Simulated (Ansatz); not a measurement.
# TiC, pressure series

The parent structure is TiC in the rock salt structure (space group Fm-3m, No. 225; a = 4.293 Å).

Cell and atoms are relaxed at each pressure.

Calculations: PBEsol, PAW, 420 eV (Ansatz, an electronic-structure program; spin-orbit coupling left out).

Notes on the quantities. enthalpy: H = E + PV relative to the base's energy.

```json
[
 {"case": "base", "volume per atom": "9.89 Å³", "enthalpy": "–"},
 {"case": "pressure −2 GPa", "volume per atom": "___", "enthalpy": "-0.12 eV/atom"},
 {"case": "pressure −1 GPa", "volume per atom": "9.93 Å³", "enthalpy": "-0.06 eV/atom"},
 {"case": "pressure 0.3 GPa", "volume per atom": "9.88 Å³", "enthalpy": "+0.02 eV/atom"},
 {"case": "pressure 0.7 GPa", "volume per atom": "9.87 Å³", "enthalpy": "+0.04 eV/atom"},
 {"case": "pressure 1.5 GPa", "volume per atom": "9.84 Å³", "enthalpy": "+0.09 eV/atom"},
 {"case": "pressure 3 GPa", "volume per atom": "9.78 Å³", "enthalpy": "+0.18 eV/atom"},
 {"case": "pressure 5 GPa", "volume per atom": "___", "enthalpy": "+0.31 eV/atom"},
 {"case": "pressure 7.5 GPa", "volume per atom": "9.63 Å³", "enthalpy": "+0.46 eV/atom"},
 {"case": "pressure 10 GPa", "volume per atom": "9.55 Å³", "enthalpy": "+0.61 eV/atom"}
]
```

What belongs in the blanks?


- pressure −2 GPa, volume per atom: 9.97 Å³
- pressure 5 GPa, volume per atom: 9.72 Å³

Load acts through the strain it causes; cell and atoms are relaxed under it. No phonon test of stability was made. No other phases were tried under pressure. The base started in Pnma and relaxed to Fm-3m at this level. The final runs are not spin-polarised.
